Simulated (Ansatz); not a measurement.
Start from CdGeAs$_{2}$ in the chalcopyrite structure (space group I-42d, No. 122; a = 5.874 Å, c = 11.226 Å). Axes: x, y, z lie along a, b, c of the conventional cell.

Level of theory: LDA (Ansatz, a quantum-chemistry and plane-wave program), no spin-orbit coupling.

Modification: the cell is stretched by 2.25 % along x with no lateral relaxation; the atoms relax in the strained cell.

What happens to the stress?

The stress (xx, yy, zz, yz, xz, xy; compression positive) amounts to (-2.09, -1.07, -1.09, 0.00, 0.00, 0.00) GPa.

Predict the new largest internal atomic displacement.

The largest internal atomic displacement comes out as 0.011 Å.

Estimate the effect on the energy relative to the base.

The energy rises by 3.6 meV/atom.

Stability against distortions was not tested.
